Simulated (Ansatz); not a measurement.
## Effect of pressure 22.5 GPa on TiAl

Consider TiAl (space group P4/mmm, No. 123; a = 2.8129 Å, c = 4.0587 Å).

The change: a hydrostatic pressure of 22.5 GPa.

Level of theory: plane-wave PAW DFT at the r2SCAN level (Ansatz, an electronic-structure program, 500 eV), no spin-orbit coupling, earlier PAW set. Γ-centred 16×16×12 mesh, Fermi–Dirac width 0.05 eV.

- Volume per atom: 13.93 Å³ (base 16.06 Å³)
- Density: 4.46 g/cm³ (base 3.87 g/cm³)
- Lattice parameter a: 5.070 bohr (base 5.316 bohr)
- c/a ratio: 1.443 (base 1.443)
- Shortest interatomic distance: 5.070 bohr (base 5.316 bohr)
- Enthalpy H = E + PV relative to the base's energy: +2.09 eV/atom
- Band gap: zero (base zero)

Cost of the whole job for the changed cell (relaxation, final SCF and bands): very roughly 2.2 core-minutes.

Load acts through the strain it causes; cell and atoms are relaxed under it. Whether these cells are dynamically stable was not tested. No other phases were tried under pressure. The final runs are not spin-polarised.
